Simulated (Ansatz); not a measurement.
ZnGeO3, element substitutions

The reference is ZnGeO₃ (space group R-3, No. 148; a = 4.982 Å, c = 13.830 Å (hexagonal axes); a cell from a computed database, its experimental status unchecked; layered).

Each row replaces one element on all its sites; cell and atoms are relaxed.

Computed with Ansatz (a quantum-chemistry and plane-wave program) PBEsol, no spin-orbit coupling.

```tsv
variant	shortest interatomic distance	density	space group
base	1.881 Å	6.24 g/cm³	R-3 (No. 148)
Ge → W	1.978 Å	9.28 g/cm³	R-3 (No. 148)
O → C	1.422 Å	4.15 g/cm³	R-3m (No. 166)
O → N	1.928 Å	5.97 g/cm³	R-3 (No. 148)
```

Whether these cells are dynamically stable was not tested. As relaxed here, ZnWO3, ZnGeC3 and ZnGeN3 are hypothetical phases, not in the database extracts checked. No Hubbard U is applied, and correlation can decide whether such a compound is a metal. The final runs are not spin-polarised. No dispersion term is included in the PBEsol runs.
